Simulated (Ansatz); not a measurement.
For SnTe (model structure, started from the 4H type, P6₃mc, No. 186, 8 atoms in the cell), PBEsol in Ansatz (plane waves, PAW) gives:

| Property | Result |
|---|---|
| equilibrium lattice constant a | 5.336 Å |
| lattice parameter c | 12.428 Å |
| formation enthalpy | -0.086 eV/atom |

**Question.** What does PBE-D3(BJ) (Ansatz, a first-principles code, plane waves, PAW) give for the same quantities?

**Answer.** 
- lattice constant a: 5.385 Å (increases by 0.9 %)
- lattice parameter c: 12.528 Å (rises by 0.8 %)
- formation enthalpy: -0.082 eV/atom (moves by +0.004 eV/atom)

Changes are worked out from the printed values.

Unless a cell is named, each level is at its own relaxed cell (PBEsol 38.31, PBE-D3(BJ) 39.33 Å³/atom).

Levels without +SOC leave out spin–orbit coupling, which shifts energies and cells of such heavy elements.

Caveats: a distance lies near a switch of the dispersion term, which can move the cell (PBE-D3(BJ)). Ansatz's density-functional and Hartree–Fock values are scalar-relativistic unless marked +SOC, with PAW data made under PBE.

A model structure was made by putting elements into a prototype or built by hand; it is no filed structure, need not be a known phase, and can be a saddle point held by its symmetry.
